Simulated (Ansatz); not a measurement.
Computed with PBE (plane waves to 420 eV, PAW; Ansatz, a program for electronic structure).

Electrostatic potential energy of an electron, averaged over planes parallel to the surface, in eV from the Fermi level, for a constructed model of the (0001) surface of hcp Ru, (√3x√3)R30° surface alloy, Au on one Ru site of the top plane (bottom of the slab: a bare face, its two planes held):

```json
[
 {"z (Å)": "3.66", "V (eV)": "5.04"},
 {"z (Å)": "3.94", "V (eV)": "5.04"},
 {"z (Å)": "4.22", "V (eV)": "5.04"},
 {"z (Å)": "4.50", "V (eV)": "5.03"},
 {"z (Å)": "4.78", "V (eV)": "5.03"},
 {"z (Å)": "5.06", "V (eV)": "5.01"},
 {"z (Å)": "5.34", "V (eV)": "4.99"},
 {"z (Å)": "5.62", "V (eV)": "4.93"},
 {"z (Å)": "5.91", "V (eV)": "4.82"},
 {"z (Å)": "6.19", "V (eV)": "4.59"},
 {"z (Å)": "6.47", "V (eV)": "4.13"},
 {"z (Å)": "6.75", "V (eV)": "3.19"},
 {"z (Å)": "7.03", "V (eV)": "1.27"},
 {"z (Å)": "7.31", "V (eV)": "-3.16"},
 {"z (Å)": "7.59", "V (eV)": "-12.99"},
 {"z (Å)": "7.88", "V (eV)": "-23.64"},
 {"z (Å)": "8.16", "V (eV)": "-27.95"},
 {"z (Å)": "8.44", "V (eV)": "-22.91"},
 {"z (Å)": "8.72", "V (eV)": "-12.13"},
 {"z (Å)": "9.00", "V (eV)": "-3.39"},
 {"z (Å)": "9.28", "V (eV)": "-1.80"},
 {"z (Å)": "9.56", "V (eV)": "-6.88"},
 {"z (Å)": "9.84", "V (eV)": "-17.73"},
 {"z (Å)": "10.12", "V (eV)": "-26.68"},
 {"z (Å)": "10.41", "V (eV)": "-27.51"},
 {"z (Å)": "10.69", "V (eV)": "-19.67"},
 {"z (Å)": "10.97", "V (eV)": "-8.59"},
 {"z (Å)": "11.25", "V (eV)": "-2.34"},
 {"z (Å)": "11.53", "V (eV)": "-3.01"},
 {"z (Å)": "11.81", "V (eV)": "-10.81"},
 {"z (Å)": "12.09", "V (eV)": "-21.83"},
 {"z (Å)": "12.38", "V (eV)": "-28.07"},
 {"z (Å)": "12.66", "V (eV)": "-25.13"},
 {"z (Å)": "12.94", "V (eV)": "-15.09"},
 {"z (Å)": "13.22", "V (eV)": "-5.06"},
 {"z (Å)": "13.50", "V (eV)": "-1.66"},
 {"z (Å)": "13.78", "V (eV)": "-4.57"},
 {"z (Å)": "14.06", "V (eV)": "-14.27"},
 {"z (Å)": "14.34", "V (eV)": "-24.58"},
 {"z (Å)": "14.62", "V (eV)": "-28.19"},
 {"z (Å)": "14.91", "V (eV)": "-22.56"},
 {"z (Å)": "15.19", "V (eV)": "-11.67"},
 {"z (Å)": "15.47", "V (eV)": "-3.44"},
 {"z (Å)": "15.75", "V (eV)": "-2.47"},
 {"z (Å)": "16.03", "V (eV)": "-8.64"},
 {"z (Å)": "16.31", "V (eV)": "-19.67"},
 {"z (Å)": "16.59", "V (eV)": "-27.46"},
 {"z (Å)": "16.88", "V (eV)": "-26.56"},
 {"z (Å)": "17.16", "V (eV)": "-17.61"},
 {"z (Å)": "17.44", "V (eV)": "-6.81"},
 {"z (Å)": "17.72", "V (eV)": "-1.66"},
 {"z (Å)": "18.00", "V (eV)": "-2.93"},
 {"z (Å)": "18.28", "V (eV)": "-10.15"},
 {"z (Å)": "18.56", "V (eV)": "-19.34"},
 {"z (Å)": "18.84", "V (eV)": "-23.94"},
 {"z (Å)": "19.12", "V (eV)": "-21.02"},
 {"z (Å)": "19.41", "V (eV)": "-13.31"},
 {"z (Å)": "19.69", "V (eV)": "-5.68"},
 {"z (Å)": "19.97", "V (eV)": "-0.45"},
 {"z (Å)": "20.25", "V (eV)": "2.73"},
 {"z (Å)": "20.53", "V (eV)": "4.07"},
 {"z (Å)": "20.81", "V (eV)": "4.67"},
 {"z (Å)": "21.09", "V (eV)": "4.95"},
 {"z (Å)": "21.38", "V (eV)": "5.08"},
 {"z (Å)": "21.66", "V (eV)": "5.15"},
 {"z (Å)": "21.94", "V (eV)": "5.17"},
 {"z (Å)": "22.22", "V (eV)": "5.19"},
 {"z (Å)": "22.50", "V (eV)": "5.19"},
 {"z (Å)": "22.78", "V (eV)": "5.20"},
 {"z (Å)": "23.06", "V (eV)": "5.20"},
 {"z (Å)": "23.34", "V (eV)": "5.20"},
 {"z (Å)": "23.62", "V (eV)": "5.20"}
]
```

Set-up: 18 atoms, 10.7 Å thick at the start with caps and adatoms (thin: gaps and levels are the slab's own); mesh 9x9x1; 0.1 eV smearing; dipole correction on; 6 atoms held, the rest relaxed; symmetry of the start imposed; no spin, no spin-orbit, no U. It is one candidate, not shown to be the stable structure of the face.

The vacuum level lies 5.20 eV above the Fermi level over the top face and 5.04 eV above it under the bottom face.
